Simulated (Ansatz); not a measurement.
Reference: GaAs (F-43m), r2SCAN with spin-orbit coupling, rigid bands (plane waves, PAW; Ansatz, a quantum-chemistry and plane-wave program); axes and stresses refer to this cell.

```xyz
2
Lattice="0.0000 2.8293 2.8293 2.8293 0.0000 2.8293 2.8293 2.8293 0.0000" Properties=species:S:1:pos:R:3 pbc="T T T"
Ga     0.0000     0.0000     0.0000
As     1.4147     1.4147     1.4147
```

The band gap is 0.89 eV and the Seebeck coefficient, n-type 1e19 cm⁻³ is -46 μV/K. The Seebeck coefficient, p-type 1e19 cm⁻³ comes out as 243 μV/K.

| Change | band gap | Seebeck coefficient, n-type 1e19 cm⁻³ | Seebeck coefficient, p-type 1e19 cm⁻³ |
|---|---|---|---|
| biaxial stress in (001) of -2.4 GPa (compression positive) | 0.57 eV | -38 μV/K | 171 μV/K |
| biaxial stress in (001) of -3.6 GPa (compression positive) | [?] | -35 μV/K | 150 μV/K |
| biaxial stress in (110) of 2.4 GPa (compression positive) | 0.99 eV | [?] | [?] |
| uniaxial stress along [110] of -3.6 GPa (compression positive) | 0.63 eV | -70 μV/K | 188 μV/K |
| uniaxial stress along [110] of -6 GPa (compression positive) | 0.45 eV | -117 μV/K | 166 μV/K |
| uniaxial stress along [110] of 3.6 GPa (compression positive) | 0.85 eV | -124 μV/K | 179 μV/K |

### Question
Complete the blanks.

### Answer

- biaxial stress in (001) of -3.6 GPa (compression positive), band gap: 0.38 eV
- biaxial stress in (110) of 2.4 GPa (compression positive), Seebeck coefficient, n-type 1e19 cm⁻³: -131 μV/K
- biaxial stress in (110) of 2.4 GPa (compression positive), Seebeck coefficient, p-type 1e19 cm⁻³: 201 μV/K

Seebeck coefficients are for the stated density at 300 K, with one relaxation time for all states and whether or not that doping can be reached. Stresses and pressures are the targets of the relaxation.  The structure type is held under load, also where the real crystal would transform.
